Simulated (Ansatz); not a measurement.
The reference is NiO in the rock salt structure (space group Fm-3m, No. 225; a = 4.2159 Å; ferromagnetic).

Levels (all Ansatz, a program for electronic structure, PAW): PBE (420 eV, without spin-orbit coupling); Ansatz, PBEsol+U (U_eff on d states: Ni 6.20 eV), PAW, cutoff 420 eV, spin-orbit coupling left out.

Levels that relaxed their own cell: PBE and PBEsol+U.

```json
[
 {"level": "PBE", "lattice parameter a": "4.216 Å"},
 {"level": "PBEsol+U", "lattice parameter a": "4.204 Å"}
]
```

Measured: lattice parameter a 4.1704 Å (0 K or low temperature; as listed in Wooil Yang et al., Journal of Physics Condensed Matter (2022)).

Computed minus measured — lattice parameter a: PBE +1.1 %, PBEsol+U +0.8 % (closest: PBEsol+U). Measured values not marked as corrected hold thermal and zero-point effects that the static-lattice runs lack.

Whether these cells are dynamically stable was not tested. No Hubbard U is applied in the runs without +U and the magnetic state is the run's own (NiO ferromagnetic); other magnetic orders, which need larger cells, were not tried and can change the gap. In its common phase, real NiO is an antiferromagnetic insulator at low temperature. The U values are a database's picks, fitted on other projectors than the ortho-atomic ones used here.
